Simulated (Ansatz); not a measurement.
Consider CdS in the zinc blende structure (space group F-43m, No. 216; a = 5.8242 Å). Axes: x, y, z lie along the cube axes.

All numbers come from Ansatz (a quantum-chemistry and plane-wave program) PBEsol, no SOC.

Strains are applied to the cell and any free atomic positions relax; under biaxial strain the out-of-plane vector relaxes too.

One change was made to it. Results:

The shortest interatomic distance shrinks by 0.004 Å, from 2.522 Å to 2.518 Å; the band gap falls by 0.016 eV (1.01 eV → 1.00 eV).

Question: Which of these changes matches the shifts?
A) biaxial strain +2.00 %, plane normal [001], relaxed out of plane
B) biaxial strain +2.50 %, plane normal [001], relaxed out of plane
C) biaxial strain −3.00 %, plane normal [001], relaxed out of plane
D) biaxial strain +1.00 %, plane normal [001], relaxed out of plane
E) biaxial strain −1.00 %, plane normal [001], relaxed out of plane

Answer: E, biaxial strain −1.00 %, plane normal [001], relaxed out of plane. For comparison, the shortest interatomic distance in the other runs: biaxial strain +2.50 %, plane normal [001], relaxed out of plane gives 2.533 Å; biaxial strain +2.00 %, plane normal [001], relaxed out of plane gives 2.531 Å; biaxial strain +1.00 %, plane normal [001], relaxed out of plane gives 2.526 Å; biaxial strain −3.00 %, plane normal [001], relaxed out of plane gives 2.509 Å.

Whether these cells are dynamically stable was not tested.
